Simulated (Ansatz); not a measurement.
# A computed series for hypothetical Fm-3m WSe2: element substitutions

Base system: WSe$_{2}$ (space group Fm-3m, No. 225; a = 6.266 Å; ferromagnetic; a hypothetical phase, not in the database extracts checked).

Each row replaces one element on all its sites; cell and atoms are relaxed.

Method: DFT with PBE, PAW potentials and a 420 eV plane-wave cutoff in Ansatz (a quantum-chemistry and plane-wave program), scalar-relativistic without spin-orbit coupling, earlier PAW set.

```json
[
 {"change": "base", "density": "9.23 g/cm³", "band gap": "zero"},
 {"change": "Se → Br", "density": "…", "band gap": "…"},
 {"change": "W → Re", "density": "10.14 g/cm³", "band gap": "zero"},
 {"change": "Se → S", "density": "7.87 g/cm³", "band gap": "zero"}
]
```

**Question.** What belongs in the blanks?

**Answer.** 
- Se → Br, density: 9.17 g/cm³
- Se → Br, band gap: 0.60 eV

The magnetic state is the one reached from the starting moments; the real material's order can differ, and small cells can't hold many antiferromagnetic ones. With W present, leaving out spin-orbit coupling can change the band edges. Stability against distortions was not tested. As relaxed here, WBr2, ReSe2 and WS2 are hypothetical phases, not in the database extracts checked. Spin-polarised in the final run: base and WS2; the other runs are not. An odd electron count without spin: ReSe2. ReSe2 has a high density of states at the Fermi level and may be magnetic at this level.
